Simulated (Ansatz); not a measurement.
# MoS2 (R3m, No. 160, 3 atoms in the cell; start mp-1434; a measured phase of this formula has another space group): band gap by level of theory

No measured value is used here.

| level (code) | value (eV) | cell (Å³/atom) |
|---|---|---|
| LDA (Ansatz) | 0.75 | 16.91 |
| PBE (Ansatz) | 1.51 | 21.63 |
| PBEsol (Ansatz) | 1.03 | 17.92 |
| PBE-D3(BJ) (Ansatz) | 0.80 | 17.21 |
| PBE-D4 (Ansatz) | 0.84 | 17.37 |
| r²SCAN (Ansatz) | 1.22 | 19.03 |
| r²SCAN-D4 (Ansatz) | 1.10 | 18.12 |
| r²SCAN+rVV10 (Ansatz) | 1.05 | 18.02 |
| HSE06 (Ansatz) | 2.23 | 20.73 |
| PBE0 (Ansatz) | 2.43 | 19.03 |

Computed values are for a static lattice. Spin–orbit coupling is included only where a level's name says +SOC; with heavier elements it mostly lowers gaps and can invert bands. The crystal itself was run without spin with LDA, PBE, PBEsol, PBE-D3(BJ), PBE-D4, r²SCAN, r²SCAN-D4, r²SCAN+rVV10, HSE06, PBE0; a magnetic state was not tried in these runs. LDA, PBE, PBEsol, PBE-D3(BJ), PBE-D4, r²SCAN, r²SCAN-D4, r²SCAN+rVV10, HSE06, PBE0: the gap is read on the k mesh or supercell of the run alone and can be too large. LDA, PBE, PBEsol, PBE-D3(BJ), PBE-D4, r²SCAN, r²SCAN-D4, r²SCAN+rVV10, HSE06: the relaxation could not lower the start's symmetry, so the cell can be a saddle point above a distorted one. Values are at the level's own relaxed cell; PBE0 at the r²SCAN cell. K meshes differ between the levels. Ansatz's density-functional and Hartree–Fock values are scalar-relativistic unless marked +SOC, with PAW data made under PBE.

A start named mp-… is a Materials Project structure, which need not be a measured phase.

Ansatz is a program for electronic structure.
